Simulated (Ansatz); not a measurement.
System: cubic perovskite BaHfO3. Method: PBE (PAW; Ansatz, a program for electronic structure).

Numerical settings: plane-wave cutoff 520 eV, 8×8×8 k mesh, Fermi–Dirac smearing 0.01 eV, scalar-relativistic PAW data made under PBE.

The cell has the measured lattice: a = b = c = 4.171 Å, α = β = γ = 90.00°.

Q: Estimate the band gap and smallest direct gap on the k points sampled that the calculation returns.

A: 
- band gap = 3.67 eV
- smallest direct gap on the k points sampled = 3.78 eV

Note: cell and atoms aren't relaxed at this level (pressure 4.1 GPa).

Spin–orbit coupling is not included.

The computed numbers hold no vibrational or temperature effects.
